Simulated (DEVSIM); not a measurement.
Device: Ru/SiO2/p-GaSb capacitor, at 300 K.

```
layer (left to right)  material  thickness (nm)  Na (cm⁻³)
---------------------  --------  --------------  ---------
1                          SiO2            3.40          -
2                          GaSb            7600     6.2e15
```

Metal gate on the left, work function 4.7 eV. Fixed charge at the semiconductor interface -7.8e10 cm⁻² (in units of +e); no interface traps.

Constants are typed, rounded textbook-type inputs, not results; the design itself was drawn at random and stands for no fabricated device. Values at 300 K; Nc and Nv go as T^1.5, mobilities as T to minus their exponent, the gap by Varshni's rule with the affinity fixed.

| parameter | SiO2 | GaSb |
|---|---|---|
| gap (eV) | 9 | 0.726 |
| affinity (eV) | 0.9 | 4.06 |
| permittivity | 3.9 | 15.7 |
| Nc (cm⁻³) | - | 2.1e17 |
| Nv (cm⁻³) | - | 1.8e19 |
| Varshni α (eV/K) | - | 0.00042 |
| Varshni β (K) | - | 140 |

Simulated with DEVSIM: 1D Poisson equation in equilibrium, Boltzmann statistics, complete ionisation; no quantum confinement or tunnelling. Metal contacts follow the ideal Schottky-Mott rule: no Fermi-level pinning, no interface dipoles.

Base results: minimum of the low-frequency capacitance (μF/cm²) 0.0461; threshold voltage (band bending 2φF) (V) 0.60; capacitance of the dielectric stack (μF/cm²) 1.02; flat-band voltage (V) 0.13.

Problem. What follows from this one change: fixed charge -7.8e+10 → 1.392e+12 cm^-2?

Solution. minimum of the low-frequency capacitance little changed (0.0468 μF/cm²); threshold voltage (band bending 2φF) 0.60 → 0.36 V; capacitance of the dielectric stack little changed (1.02 μF/cm²); flat-band voltage 0.13 → -0.10 V.

Problem. What follows from this one change: substrate doping 6.2e+15 → 3.1e+15 cm^-3?

Solution. minimum of the low-frequency capacitance 0.0461 → 0.0353 μF/cm²; threshold voltage (band bending 2φF) 0.60 → 0.57 V; capacitance of the dielectric stack little changed (1.02 μF/cm²); flat-band voltage 0.13 → 0.15 V.

Problem. What follows from this one change: temperature 300 → 400 K?

Solution. minimum of the low-frequency capacitance 0.0461 → 0.0693 μF/cm²; threshold voltage (band bending 2φF) 0.60 → 0.54 V; capacitance of the dielectric stack little changed (1.02 μF/cm²); flat-band voltage 0.13 → 0.25 V.

Problem. What follows from this one change: SiO2 thickness 0.0034 → 0.0029 μm?

Solution. minimum of the low-frequency capacitance little changed (0.0464 μF/cm²); threshold voltage (band bending 2φF) little changed (0.59 V); capacitance of the dielectric stack 1.02 → 1.19 μF/cm²; flat-band voltage little changed (0.13 V).

Problem. What follows from this one change: interface trap density 0 → 3e+11 cm^-2 eV^-1?

Solution. minimum of the low-frequency capacitance 0.0461 → 0.0883 μF/cm²; threshold voltage (band bending 2φF) 0.60 → 0.61 V; capacitance of the dielectric stack little changed (1.02 μF/cm²); flat-band voltage little changed (0.13 V).

Problem. What follows from this one change: gate work function 4.7 → 4.85 eV?

Solution. minimum of the low-frequency capacitance little changed (0.0461 μF/cm²); threshold voltage (band bending 2φF) 0.60 → 0.75 V; capacitance of the dielectric stack little changed (1.02 μF/cm²); flat-band voltage 0.13 → 0.28 V.
